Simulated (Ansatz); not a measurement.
**hypothetical P4_2/mnm BAs with two functionals, pressure −2 GPa**

Base system: BAs (space group P4_2/mnm, No. 136; a = 5.8892 Å, c = 3.3894 Å; a hypothetical phase, not in the database extracts checked).

(Cell as relaxed with PBE.)

Levels (all Ansatz, an electronic-structure program, PAW): PBE (420 eV, no spin-orbit coupling); PBEsol (420 eV, no spin-orbit coupling).

Each level relaxes its own structure.

```csv
base,PBE,PBEsol
volume per atom,14.69 Å³,14.32 Å³
lattice parameter a,5.889 Å,5.837 Å
band gap,0.80 eV,0.61 eV
```

The change: hydrostatic tension (pressure −2 GPa).

```json
[
 {"quantity": "gap character", "PBE": "indirect, Γ → k = (0, 0, 0.300) in the run's primitive reciprocal basis", "PBEsol": "indirect, Γ → k = (0, 0, 0.300) in the run's primitive reciprocal basis"},
 {"quantity": "mean gap deformation potential ΔEg/Δln V", "PBE": "+2.9 eV", "PBEsol": "+3.1 eV"},
 {"quantity": "valence-band top at Γ (three highest levels, from the VBM)", "PBE": "0.00, 0.00, -0.25 eV", "PBEsol": "0.00, 0.00, -0.26 eV"},
 {"quantity": "smallest direct gap", "PBE": "1.20 eV", "PBEsol": "1.10 eV"}
]
```

PBE's smallest direct gap lies 0.095 eV above PBEsol's; the two agree on the gap character. Neither level is exact; PBEsol is the comparison here, not a measurement.

Load acts through the strain it causes; cell and atoms are relaxed under it. Stability against distortions was not tested.
